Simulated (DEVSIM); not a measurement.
System: illuminated Ge n-on-p cell, one wavelength, at 300 K.

```csv
layer (left to right),material,thickness (μm),Nd (cm⁻³),Na (cm⁻³),τn (s),τp (s),absorption coefficient (cm⁻¹)
1,Ge,0.190,2.7e18,-,3.8e-8,1e-8,580
2,Ge,160,-,1.2e17,2.7e-7,2.7e-7,580
```

Left contact: ohmic, minority hole recombination velocity 20 cm/s. Right contact: ohmic, minority electron recombination velocity 300 cm/s. Voltage is applied to the left contact. Recombination: SRH at mid-gap, radiative, Auger. Light enters at the left, 1e17 photons cm⁻² s⁻¹, one pass, no reflection. Mobility is constant in doping.

This is a model device: material constants are rounded textbook-type values typed into the input, and sizes, dopings and lifetimes were drawn at random. Values at 300 K; Nc and Nv go as T^1.5, mobilities as T to minus their exponent, the gap by Varshni's rule with the affinity fixed.

```csv
parameter,Ge
gap (eV),0.664
affinity (eV),4
permittivity,16
Nc (cm⁻³),1.04e19
Nv (cm⁻³),6e18
μn (cm²/Vs),3900
μp (cm²/Vs),1900
T exponent of μn,1.66
T exponent of μp,2.33
B (cm³/s),6.4e-14
Cn (cm⁶/s),1e-31
Cp (cm⁶/s),1e-31
Varshni α (eV/K),0.000477
Varshni β (K),235
```

Model (solved in DEVSIM): 1D drift-diffusion, Boltzmann statistics, complete ionisation; no tunnelling, impact ionisation, image-force lowering or self-heating.

The temperature was swept, all else fixed.

| temperature (K) | dark forward voltage at 100 A/cm² (V) | potential step across the device at zero bias (V) |
|---|---|---|
| 250 | 0.506 | 0.581 |
| 300 | 0.445 | 0.528 |
| 350 | (withheld) | 0.472 |
| 400 | 0.322 | 0.413 |
| 450 | 0.260 | 0.352 |
| 500 | 0.198 | 0.290 |

Complete the blanks.


- 350, dark forward voltage at 100 A/cm² (V): 0.383
